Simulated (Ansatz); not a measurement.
## Short convergence ladders for a (110) slab of HgPt3 (cut from a parent of space group no. 65; 8 atoms in the cell)

```
HgPt3
1.0
    2.89696     0.00000     0.00000
    0.00000     4.91220     0.00000
    0.00000     0.00000    21.02841
Hg Pt
2 6
Cartesian
  0.00000   0.37742   9.34279
  0.00000   1.85216  14.02841
  0.00000   2.09615   7.00000
  1.44848   4.55225   7.00000
  1.44848   2.83352   9.34279
  0.00000   3.57089  11.68561
  1.44848   1.11479  11.68561
  1.44848   4.30826  14.02841
```

Base method: PBEsol, default PAW files made with PBE (plane waves; Ansatz, a first-principles code).

Base settings: basis.ecutwfc = 420 eV; kpoints.mp_grid.grid = 8 5 1; hamiltonian.xc = pbesol; hamiltonian.pseudopotentials = {kind: paw} (the program's default PAW files); scf.occupations.method = fermi_dirac; scf.occupations.width = 0.1 eV.

The count of work is k-points × plane waves × bands × iterations; it is no time. Core times come from one kind of shared machine, to one figure; runs under 30 s give none.

**The vacuum with a dipole correction**

In this ladder: efield.axis = 3; efield.dipole_correction = true.

The mesh stays at the base's, so the ladder's end is converged at best in this setting alone.

Only quantities that move along the ladder and can be compared are tabulated.

| vacuum between outermost atoms (Å) | largest difference of a force vector from the last step's (eV/Å) | count of work / last | core time / last (rough) |
|---|---|---|---|
| 6.0 | 0.009 | 0.48 | – |
| 8.0 | 0.000 | 0.50 | – |
| 10.0 | 0.000 | 0.57 | 0.5 |
| 14.0 | 0.000 | 0.70 | 0.6 |
| 20.0 | 0.000 | 1.0 | 1 |

Smallest vacuum between outermost atoms (Å) that holds the forces within 0.005 eV/Å of the last step, with all finer ones: 8.0; the step before is off by 0.009 eV/Å.

**The plane-wave cutoff**

The mesh stays at the base's, so the ladder's end is converged at best in this setting alone.

Only quantities that move along the ladder and can be compared are tabulated.

| basis.ecutwfc | free energy less the last step's (meV/atom) | largest difference of a force vector from the last step's (eV/Å) | count of work / last | core time / last (rough) |
|---|---|---|---|---|
| 210 eV | 7495.22 | 1.141 | 0.14 | – |
| 250 eV | 1456.90 | 0.266 | 0.16 | – |
| 295 eV | 176.52 | 0.034 | 0.21 | 0.3 |
| 355 eV | 6.51 | 0.001 | 0.28 | 0.3 |
| 420 eV | 1.69 | 0.001 | 0.35 | 0.3 |
| 505 eV | 0.37 | 0.000 | 0.47 | 0.5 |
| 630 eV | 0.10 | 0.000 | 0.65 | 0.6 |
| 840 eV | 0.00 | 0.000 | 1.0 | 1 |

Coarsest basis.ecutwfc that holds the free energy within 5 meV/atom of the last step, with all finer ones: 420 eV, at 0.35 of the last step's count of work and about 0.3 of the last step's time; the step before is off by 6.5 meV/atom.

Coarsest basis.ecutwfc that holds the forces within 0.005 eV/Å of the last step, with all finer ones: 355 eV, at 0.28 of the last step's count of work and about 0.3 of the last step's time; the step before is off by 0.034 eV/Å.

On the base run: the starting cell comes from a database of computed structures (which also holds hypothetical and non-ambient phases and stackings), without a prior relaxation at this level. The slab is cut from that crystal, and its faces are unrelaxed. Its lattice was rescaled by up to half a per cent. Spin polarisation is off. In the base run, forces exceed 1 eV/Å.

Keys are those of Ansatz 0.2.
